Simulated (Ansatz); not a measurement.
System: CaZrN2 (model structure, started from the beta NaFeO2 type, Pna2₁, No. 33, 16 atoms in the cell). Method: r²SCAN+rVV10 (PAW; Ansatz, an electronic-structure program).

Run with plane-wave cutoff 560 eV, 6×6×6 k mesh, Fermi–Dirac smearing 0.01 eV, scalar-relativistic PAW data made under PBE.

Cell (relaxed at this level):

```cif
data_Ca4N8Zr4
_chemical_formula_sum 'Ca4 Zr4 N8'
_space_group_name_H-M_alt 'Pna21'
_space_group_IT_number 33
_space_group_name_Hall 'P 2c -2n'
_cell_length_a 6.50558
_cell_length_b 8.06371
_cell_length_c 4.72966
_cell_angle_alpha 90.000
_cell_angle_beta 90.000
_cell_angle_gamma 90.000
loop_
_atom_site_label
_atom_site_type_symbol
_atom_site_symmetry_multiplicity
_atom_site_Wyckoff_symbol
_atom_site_fract_x
_atom_site_fract_y
_atom_site_fract_z
_atom_site_occupancy
Ca1 Ca 4 a 0.42541 0.11915 0.44473 1
Zr1 Zr 4 a 0.07031 0.12708 0.95638 1
N1 N 4 a 0.06395 0.10713 0.42055 1
N2 N 4 a 0.10542 0.65278 0.43834 1
```

Estimate the band gap that the calculation returns.


- band gap = 1.77 eV

Note: the relaxation could raise the start's symmetry but not lower it, so the cell can be a saddle point.

Spin–orbit coupling is not included.

Static lattice: no zero-point or thermal effects.

A model structure was made by putting elements into a prototype or built by hand; it is no filed structure, need not be a known phase, and can be a saddle point held by its symmetry.
